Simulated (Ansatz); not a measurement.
Start from KBr in the rock salt structure (space group Fm-3m, No. 225).

```xyz
2
Lattice="0.0000 3.2745 3.2745 3.2745 0.0000 3.2745 3.2745 3.2745 0.0000" Properties=species:S:1:pos:R:3 pbc="T T T"
K      0.0000     0.0000     0.0000
Br     3.2745     3.2745     3.2745
```

Cartesian axes are those of the cell as printed.

Computed with PBEsol (Ansatz, a program for electronic structure; PAW; 420 eV plane waves; no spin-orbit coupling).

Before the change:

* **Pressure**: 0.01 GPa

Now apply this change: compressive biaxial strain of 0.83 % in the plane normal to [111], as in epitaxy on a mismatched substrate; the out-of-plane cell vector and the atoms relax.

Q: What does the calculation give for the out-of-plane strain after the change?

A: The out-of-plane strain is +0.94 %.

Q: Estimate the effect on the pressure.

A: The pressure (mean of the normal stresses, compression positive) rises by 0.11 GPa (0.01 GPa → 0.12 GPa).

Stability against distortions was not tested.
